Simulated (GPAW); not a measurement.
GPAW run on Ag (Fm-3m, 1 atom in the cell): self-consistent single point.

Method: PBE, GPAW PAW datasets PBE (gpaw-data 1.0.1) (plane waves; GPAW).

```
Ag
1.0
    0.00000     2.05523     2.05523
    2.05523     0.00000     2.05523
    2.05523     2.05523     0.00000
Ag
1
Direct
  0.00000   0.00000   0.00000
```

Reference input (self-consistent single point, DFT PBE, plane waves, GPAW PAW datasets PBE (gpaw-data 1.0.1)): mode = pw; ecut = 600 eV; xc = PBE; kpts = 10 10 10; mesh shift (steps) = 0 0 0; occupations.name = fermi-dirac; occupations.width = 0.1 eV; nbands = -9; convergence.forces = 0.001 eV/Å; symmetry.symmorphic = false; symmetry.tolerance = 0.0005; maxiter = 100. This run's input differs from it in these lines:

```diff
@@ -2,3 +2,3 @@
 from ase.units import GPa
-from gpaw import GPAW, PW, FermiDirac
+from gpaw import GPAW, PW
 
@@ -13,4 +13,4 @@
             xc='PBE',
-            kpts={'size': (10, 10, 10), 'gamma': True},
-            occupations=FermiDirac(0.1),
+            kpts={'size': (16, 16, 16), 'gamma': True},
+            occupations={'name': 'marzari-vanderbilt', 'width': 0.05},
             nbands=-9,
```

Log, with long lists cut:

```
     iter     time        total  log10-change:
                         energy   eigst   dens  force
iter:   1 --:--:--    -3.110411
iter:   2 --:--:--    -3.050398   -2.76  -1.52
iter:   3 --:--:--    -2.878224   -2.95  -1.56
iter:   4 --:--:--    -2.871527   -5.11  -2.11
iter:   5 --:--:--    -2.864209   -3.50  -2.13
iter:   6 --:--:--    -2.864150c  -5.14  -3.39
iter:   7 --:--:--    -2.864242c  -5.86  -3.63
iter:   8 --:--:--    -2.864162c  -5.74  -3.39
iter:   9 --:--:--    -2.864162c  -8.12c -4.76c
iter:  10 --:--:--    -2.864162c  -8.87c -4.90c -22.81c
Converged after 10 iterations.

Dipole moment: (0.000000, 0.000000, 0.000000) |e|*Ang

Energy contributions relative to reference atoms: (reference = -144597.826354)

Kinetic:         -1.127333
Potential:       -0.115540
External:        +0.000000
XC:              -1.788460
Entropy (-ST):   -0.000240
Local:           +0.167411
SIC:             +0.000000
--------------------------
Free energy:     -2.864162
Extrapolated:    -2.864162

Showing only first 2 kpts
 Kpt  Band  Eigenvalues  Occupancy
  0     6      3.30769    2.00000
  0     7      4.31441    2.00000
  0     8      4.31441    2.00000
  0     9     24.19922    0.00000

  1     6      3.36560    2.00000
  1     7      4.25216    2.00000
  1     8      4.34135    2.00000
  1     9     24.23539    0.00000

Fermi level: 7.97941

No gap
No difference between direct/indirect transitions
Energy (eV): -2.864162

Forces in eV/Ang:
  0 Ag    0.00000   -0.00000   -0.00000

Stress tensor:
    -0.016395     0.000000     0.000000
     0.000000    -0.016395     0.000000
     0.000000     0.000000    -0.016395
Stress (GPa, Voigt): [-2.6268 -2.6268 -2.6268  0.      0.      0.    ]
```

The run converged in 10 iterations. GPAW prints stress with tension positive. Against the reference run the free energy goes down by 9.0 meV/atom and the pressure goes from 2.89 to 2.63 GPa.

The starting cell has typed, rounded lattice constants, without a prior relaxation at this level. Its lattice was rescaled by up to half a per cent.
